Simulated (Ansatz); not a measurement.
Base system: Ba in the bcc (W type) structure (space group Im-3m, No. 229; a = 4.882 Å). Axes: x, y, z lie along the cube axes.

Method: DFT with PBEsol, PAW potentials and a 420 eV plane-wave cutoff in Ansatz (a quantum-chemistry and plane-wave program), scalar-relativistic without spin-orbit coupling.

Before the change:

The shortest interatomic distance is 4.228 Å and the band gap comes out as zero.

Perturbation: a free-standing slab of 4 layers (4 atoms, 1 a layer) is cut normal to [110], with 15 Å of vacuum and the in-plane cell held at bulk.

### Question
What does the calculation give for the change of the spacing d23 from its bulk value of 3.452 Å after the change?

### Answer
The change of the spacing d23 from its bulk value of 3.452 Å is +0.3 %.

### Question
How does this affect the shortest interatomic distance?

### Answer
The shortest interatomic distance falls by 0.0585 Å (4.228 Å → 4.169 Å).

### Question
Predict the new change of the spacing d12 from its bulk value of 3.452 Å.

### Answer
The change of the spacing d12 from its bulk value of 3.452 Å comes out as -2.1 %.

### Question
What happens to the excess energy per area of both faces?

### Answer
The excess energy per area of both faces (slab less bulk energy over the cell's area: twice a surface energy) amounts to 0.74 J/m² (uncertain by up to 0.04 J/m²).

### Question
Predict the new band gap.

### Answer
The band gap is still zero.

The excess energy carries the mismatch between the slab's and the bulk's meshes. No phonon test of stability was made.
